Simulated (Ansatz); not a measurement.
## TiO2: stress against strain

TiO2 (rutile, P4_2/mnm, 10.325 Å³/atom at rest, c along z) under an equal strain ε in the (001) plane with the normal axis free, as in a coherent film. PBEsol in Ansatz, a plane-wave DFT program (PAW, default set), 420 eV, 7×7×11 Γ-centred mesh, Fermi-Dirac smearing 0.05 eV; ions are relaxed within the symmetry of each cell. Stress is positive for a compressed cell.

Here s stands for strain and y for stress xx.

```csv
strain (%),stress xx (GPa)
-1.20,4.61
-0.60,2.26
0.00,0.00
0.60,-2.16
1.20,-4.21
3.00,?
```

The 5 complete rows are fitted with a straight line, y against s. Means: s 0, y 0.100. About the means, the sum of products is -13.236 and the sum of squares of s is 3.6000; the slope is their ratio. Least squares gives y = 0.100 - 3.6767·s. Residuals (row less fit): 0.098, -0.046, -0.100, -0.054, 0.102; standard error 0.108 (degrees of freedom: 3). The slope gives the biaxial elastic modulus of this plane = 368 ± 6 GPa.

Task: Estimate the missing y (s = 3.00); what did the run itself give?

Result: y = 0.100 - 3.6767 × 3.0 = -10.930 GPa. The calculation gives -9.69 GPa, 1.240 GPa above the prediction (8.7 % of the range of y in the table). The row lies outside the fitted rows, so this is an extrapolation. From the scatter of the fitted rows alone, a prediction at this place has a standard error of 0.208 GPa, so the miss is 6.0 times that.

One order more, fitted to all 11 runs of the series, follows each within 0.03, so the miss is the next term of a smooth law. The primitive cell can neither tilt nor turn polar against its symmetry, as such crystals can under strain. Rows are the converged runs of the series near zero and its far end; series whose fitted rows scatter by over a few per cent of the range, as at a crossing or softening among them, aren't shown in this form. Most that stay on the fit to the last digits aren't either.
